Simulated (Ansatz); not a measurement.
Consider Hf in the hcp (Mg type) structure (space group P6_3/mmc, No. 194; a = 3.158 Å, c = 5.004 Å; relaxed with 0.1 eV smearing). Axes: x lies along a and z along c of the hexagonal cell.

All numbers come from Ansatz (a program for electronic structure) PBEsol, no SOC.

Before the change:

The volume per atom is 21.61 Å³.

Now apply this change: compressive biaxial strain of 0.50 % in the plane normal to [001], as in epitaxy on a mismatched substrate; the out-of-plane cell vector and the atoms relax.

**Question.** What happens to the in-plane stress and volume per atom?

**Answer.** The mean in-plane stress (compression positive) comes out as +1.1 GPa; the volume per atom decreases by 0.14 Å³, from 21.61 Å³ to 21.47 Å³.

Stability against distortions was not tested. The final runs are not spin-polarised.
